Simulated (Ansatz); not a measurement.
Monoclinic HfO2 with Sr and one O vacancy, 48 sites, space group P1.

```yaml
crystal:
  lattice:
    - [10.43675, 0.14252, 0.04496]
    - [0.14391, 10.48606, -0.00028]
    - [-0.88522, -0.01255, 5.31645]
  atoms:
    - { symbol: Sr, position: [0.12671, 0.25246, 0.75295] }
    - { symbol: Hf, position: [0.14761, 0.73627, 0.71236] }
    - { symbol: Hf, position: [0.64576, 0.23162, 0.69602] }
    - { symbol: Hf, position: [0.63892, 0.73273, 0.71387] }
    - { symbol: Hf, position: [0.35732, 0.24848, 0.33704] }
    - { symbol: Hf, position: [0.36785, 0.77745, 0.29332] }
    - { symbol: Hf, position: [0.86465, 0.27166, 0.26420] }
    - { symbol: Hf, position: [0.86992, 0.77307, 0.30336] }
    - { symbol: Hf, position: [0.36815, 0.48944, 0.77310] }
    - { symbol: Hf, position: [0.36389, 0.98629, 0.80627] }
    - { symbol: Hf, position: [0.88332, 0.49334, 0.81455] }
    - { symbol: Hf, position: [0.86507, 0.97797, 0.79593] }
    - { symbol: Hf, position: [0.13230, 0.02110, 0.21294] }
    - { symbol: Hf, position: [0.15675, 0.52648, 0.21651] }
    - { symbol: Hf, position: [0.64076, 0.02114, 0.20244] }
    - { symbol: Hf, position: [0.65867, 0.53095, 0.22122] }
    - { symbol: O, position: [0.03163, 0.06330, 0.85442] }
    - { symbol: O, position: [0.05898, 0.57979, 0.84829] }
    - { symbol: O, position: [0.53396, 0.09156, 0.85438] }
    - { symbol: O, position: [0.54072, 0.58160, 0.88087] }
    - { symbol: O, position: [0.30226, 0.38707, 0.04680] }
    - { symbol: O, position: [0.47569, 0.91020, 0.15293] }
    - { symbol: O, position: [0.99420, 0.40450, 0.12740] }
    - { symbol: O, position: [0.96380, 0.91152, 0.16714] }
    - { symbol: O, position: [0.47510, 0.34214, 0.65586] }
    - { symbol: O, position: [0.47025, 0.83783, 0.65377] }
    - { symbol: O, position: [0.92554, 0.35707, 0.59541] }
    - { symbol: O, position: [0.96635, 0.82394, 0.66533] }
    - { symbol: O, position: [0.02738, 0.16425, 0.32652] }
    - { symbol: O, position: [0.04150, 0.66149, 0.35100] }
    - { symbol: O, position: [0.53220, 0.15871, 0.35840] }
    - { symbol: O, position: [0.53384, 0.65120, 0.37029] }
    - { symbol: O, position: [0.23143, 0.87185, 0.98176] }
    - { symbol: O, position: [0.74259, 0.37899, 0.95134] }
    - { symbol: O, position: [0.72573, 0.87059, 0.97979] }
    - { symbol: O, position: [0.28071, 0.11881, 0.05960] }
    - { symbol: O, position: [0.28652, 0.63626, 0.02416] }
    - { symbol: O, position: [0.77164, 0.12850, 0.00961] }
    - { symbol: O, position: [0.78528, 0.63321, 0.03621] }
    - { symbol: O, position: [0.27890, 0.11842, 0.53839] }
    - { symbol: O, position: [0.28415, 0.63033, 0.52204] }
    - { symbol: O, position: [0.77736, 0.11802, 0.51115] }
    - { symbol: O, position: [0.77926, 0.61792, 0.53122] }
    - { symbol: O, position: [0.23565, 0.39289, 0.49161] }
    - { symbol: O, position: [0.22700, 0.87816, 0.48074] }
    - { symbol: O, position: [0.68304, 0.36489, 0.40055] }
    - { symbol: O, position: [0.72509, 0.87315, 0.48027] }
```

Calculation: PBE (plane waves to 420 eV, PAW; Ansatz, a program for electronic structure). No spin–orbit coupling; PBE gaps are too small against experiment. Its k-point mesh 2×2×4, Fermi–Dirac width 0.01 eV.

List the levels next to the gap at Γ of this cell's own (folded) zone, from the top of the valence band (the table ends after a fixed count of bands, which can cut a degenerate set).


```json
[
 {"band": "v4", "E − E_v (eV)": "-0.375"},
 {"band": "v3", "E − E_v (eV)": "-0.222"},
 {"band": "v2", "E − E_v (eV)": "-0.197"},
 {"band": "v1", "E − E_v (eV)": "0.000"},
 {"band": "c1", "E − E_v (eV)": "3.758"},
 {"band": "c2", "E − E_v (eV)": "4.114"},
 {"band": "c3", "E − E_v (eV)": "4.337"},
 {"band": "c4", "E − E_v (eV)": "4.545"}
]
```
